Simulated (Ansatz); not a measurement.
We look at the energy of the reaction as written. Reaction: 2 Sn (white tin) + 4 Se (P3₁21) → cell A. Negative: the products are lower in energy.

Cell A: a sheet of composition Sn2Se4, 6 atoms, rectangular cell of 5.59 × 6.27 Å (35.0 Å²), symmetry C2/m within 0.02 Å, 2.3 Å thick under 15 Å of vacuum, in-plane vectors relaxed; planes from bottom to top: Se2 | Sn2 | Se2; a model cell; spin state with PBE: run without spin, k-point mesh 6×6×1.
```yaml
crystal:
  lattice:
    - [5.58654, 0.00000, 0.00000]
    - [0.00000, 6.27206, 0.00000]
    - [0.00000, 0.00000, 17.45579]
  atoms:
    - { symbol: Sn, position: [0.50000, 0.00000, 0.50000] }
    - { symbol: Sn, position: [0.00000, 0.50000, 0.50000] }
    - { symbol: Se, position: [0.00000, 0.94425, 0.56528] }
    - { symbol: Se, position: [0.00000, 0.05575, 0.43472] }
    - { symbol: Se, position: [0.50000, 0.55575, 0.43472] }
    - { symbol: Se, position: [0.50000, 0.44425, 0.56528] }
```

Reference: Sn (white tin, I4₁/amd), 2 atoms in the cell, k-point mesh 22×22×22 on the run's own vectors. Conventional cell: a = b = 5.8626 Å, c = 3.1683 Å, α = β = γ = 90.00°.

Reference: Se (P3₁21), 3 atoms in the cell, k-point mesh 12×12×8 on the run's own vectors. Conventional cell: a = 4.0658 Å, b = 4.0658 Å, c = 5.1310 Å, α = 90.00°, β = 90.00°, γ = 120.00°.

All numbers come from Ansatz (an electronic-structure program), plane waves with PAW, its default PAW set, cutoff 420 eV, 500 eV for r2SCAN. The structures are at rest with PBE+D3(BJ); other levels are single points on them. HSE06 runs on coarser k-point meshes, mended by the PBE difference between the two meshes. Some cells are metallic or hold partly filled levels, where a hybrid on a coarse mesh is less sure. Neutral cells; Fermi-Dirac smearing of at most 0.10 eV in the solids, energies taken to zero width. The lattices are those relaxed with PBE+D3(BJ), so at other levels the solids can be strained, which adds to the spread. A dispersion term (D3(BJ), or D4 for r2SCAN) was computed beside these levels and is taken off wherever the name lacks it. Nuclei at rest; no vibrational terms. No structure search was made; lower ones may exist. The runs are scalar-relativistic, without spin-orbit coupling. Cell A has symmetry C2/m within 0.02 Å and got no random move, so less symmetric positions, which may lie lower, weren't tried.

Problem. Give the value at the level PBE+D3(BJ).

Solution. 0.18 eV, for 2 Sn (white tin) + 4 Se (P3₁21) → cell A.

Problem. How does the value move with the functional?

Solution. 
```json
[
 {"Functional": "PBE", "value (eV)": "-0.87", "less PBE+D3(BJ)": "-1.05"},
 {"Functional": "r2SCAN", "value (eV)": "-0.73", "less PBE+D3(BJ)": "-0.91"},
 {"Functional": "r2SCAN+D4", "value (eV)": "-0.29", "less PBE+D3(BJ)": "-0.47"},
 {"Functional": "HSE06", "value (eV)": "-1.06", "less PBE+D3(BJ)": "-1.24"}
]
```

The levels shown span 1.24 eV, from HSE06 (-1.06) to PBE+D3(BJ) (0.18). They disagree on the sign.
